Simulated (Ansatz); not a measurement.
Take Cs in the bcc (W type) structure (space group Im-3m, No. 229; relaxed with 0.1 eV smearing) as the base.

Space group Im-3m (No. 229); a = 6.0072 Å, b = 6.0072 Å, c = 6.0072 Å, α = 90.00°, β = 90.00°, γ = 90.00°

| atom | site | symmetry | x | y | z |
|---|---|---|---|---|---|
| Cs | 2a | m-3m | 0.0000 | 0.0000 | 0.0000 |
(The calculation used a cell of 1 atom; values per cell refer to that cell.)

Method: plane-wave PAW DFT at the PBEsol level (Ansatz, a quantum-chemistry and plane-wave program, 420 eV), no SOC.

Base values:

* **Pressure**: 0.0 GPa

The change: the cell is scaled by 0.9700 in all directions; the atoms relax in the strained cell.

Task: What does the calculation give for the energy relative to the base and pressure after the change?

Result: The energy grows by 6.1 meV/atom; the pressure goes from zero to 0.2 GPa.

Whether these cells are dynamically stable was not tested. The final runs are not spin-polarised.
